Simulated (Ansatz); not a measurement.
The parent structure is HfSi2 (space group Cmcm, No. 63).

```
CELL_PARAMETERS angstrom
      1.84139    -7.29901     0.00000
      1.84139     7.29901     0.00000
      0.00000     0.00000     3.65821
ATOMIC_POSITIONS crystal
  Si 0.94568 0.05432 0.75000
  Si 0.05432 0.94568 0.25000
  Si 0.24976 0.75024 0.75000
  Si 0.75024 0.24976 0.25000
  Hf 0.60551 0.39449 0.75000
  Hf 0.39449 0.60551 0.25000
```

Cartesian axes are those of the cell as printed.

Calculations: PBE, PAW, 420 eV (Ansatz, an electronic-structure program; no spin-orbit coupling).

For the base:

* **Shortest interatomic distance**: 2.421 Å
* **Pressure**: 0.0 GPa

Now apply this change: biaxial strain −4.33 %, plane normal [001], relaxed out of plane (Cartesian); in-plane vectors clamped, the third vector and the atoms free.

Task: What happens to the shortest interatomic distance and pressure?

Result: The shortest interatomic distance grows by 0.019 Å, from 2.421 Å to 2.440 Å; the pressure (mean of the normal stresses, compression positive) goes from zero to 7.7 GPa.

No phonon test of stability was made. All final runs are without spin polarisation.
